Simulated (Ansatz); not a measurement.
MoRh (Pmma, No. 51; cell taken from a computed entry)

All values below come from PBEsol (Ansatz, a quantum-chemistry and plane-wave program, plane waves, PAW).

Settings: plane-wave cutoff 500 eV, 12×20×12 k mesh (along the axes of the cell as run), Fermi–Dirac smearing 0.1 eV, no spin polarisation, scalar-relativistic PAW data made under PBE.

Cell: relaxed at this level.

- equilibrium volume per atom: 14.25 Å³/atom
- band gap: none

Note: the relaxation could not lower the start's symmetry, so the cell can be a saddle point above a distorted one.

Spin–orbit coupling is not included.
